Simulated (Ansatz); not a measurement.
The starting structures come from a database of crystals and need not be the phases stable at ambient conditions.

 Where the default PAW files enter, the runs use the earlier of Ansatz's two default sets.

The decay constant κ of evanescent states in the gap governs leakage through a thin film.

```
Zr3N4
1.0
    5.75012     0.00000     0.00000
   -1.91671     5.42127     0.00000
    1.91671     2.71063     4.79077
Zr N
6 8
Direct
  0.12500   0.87500   0.75000
  0.37500   0.62500   0.25000
  0.25000   0.12500   0.12500
  0.75000   0.37500   0.37500
  0.87500   0.25000   0.87500
  0.62500   0.75000   0.62500
  0.36968   0.36968   0.63032
  0.63032   0.50000   0.00000
  0.50000   0.00000   0.86968
  0.00000   0.63032   0.50000
  0.13032   0.50000   0.00000
  0.86968   0.86968   0.13032
  0.00000   0.13032   0.50000
  0.50000   0.00000   0.36968
```

Space group of this cell: Fdd2. The cell is strained (lengths across the current scaled by 0.98, ions clamped); by PBEsol its mean pressure is 5.7 GPa.

Transport runs along the normal of the first two printed cell vectors.

The gap is the functional's own. No spin-orbit coupling. Mid-gap values are interpolated on the energy grid.

Task: Predict the band gap and the smallest decay constant κ at mid-gap from Ansatz (a first-principles code) with PBEsol.

Result: Gap 0.52 eV on a 6×6×6 mesh; κ = 0.146 1/Å, at the zone centre.
